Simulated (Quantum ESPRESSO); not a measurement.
Band structure of LaAl₂Ge₂ (P-3m1, 5 atoms in the cell).

```yaml
crystal:
  lattice:
    - [4.27054, 0.00000, 0.00000]
    - [-2.13527, 3.69840, 0.00000]
    - [0.00000, 0.00000, 7.06526]
  atoms:
    - { symbol: La, position: [0.00000, 0.00000, 0.00000] }
    - { symbol: Al, position: [0.66667, 0.33333, 0.36427] }
    - { symbol: Al, position: [0.33333, 0.66667, 0.63573] }
    - { symbol: Ge, position: [0.66667, 0.33333, 0.72692] }
    - { symbol: Ge, position: [0.33333, 0.66667, 0.27308] }
```

Level of theory: PBEsol, GBRV 1.5 ultrasoft (PBESOL) pseudopotentials (plane waves; Quantum ESPRESSO).

Settings: ecutwfc = 50 Ry; ecutrho = 250 Ry; occupations = smearing; smearing = marzari-vanderbilt; degauss = 0.0073499 Ry; potentials = {La: la_pbesol_v1.uspp.F.UPF, Al: al_pbesol_v1.uspp.F.UPF, Ge: ge_pbesol_v1.4.uspp.F.UPF}; K_POINTS = automatic 6 6 3 0 0 0; conv_thr = 1e-10 Ry; mixing_beta = 0.4.

The starting cell comes from a database of computed structures (which also holds hypothetical and non-ambient phases and stackings), without a prior relaxation at this level. Its lattice was rescaled by a random factor within 2.5 % of one.

Levels in eV from the Fermi level, bands 20 to 27:
```csv
point,20,21,22,23,24,25,26,27
Γ,-0.88,-0.53,-0.53,-0.07,0.29,0.99,0.99,1.41
M,-2.85,-2.60,-2.19,-1.05,1.35,1.74,1.75,1.81
K,-2.43,-2.43,-2.23,1.35,1.52,1.52,1.90,1.90
A,-1.72,-1.54,-1.54,-0.65,0.47,0.68,0.68,1.79
L,-3.17,-1.34,-1.05,-0.86,-0.16,1.43,1.84,1.97
H,-3.31,-2.43,-2.43,0.54,0.54,1.57,1.87,1.87
```

Bands cross the Fermi level along this path, so the cell is metallic at this level.
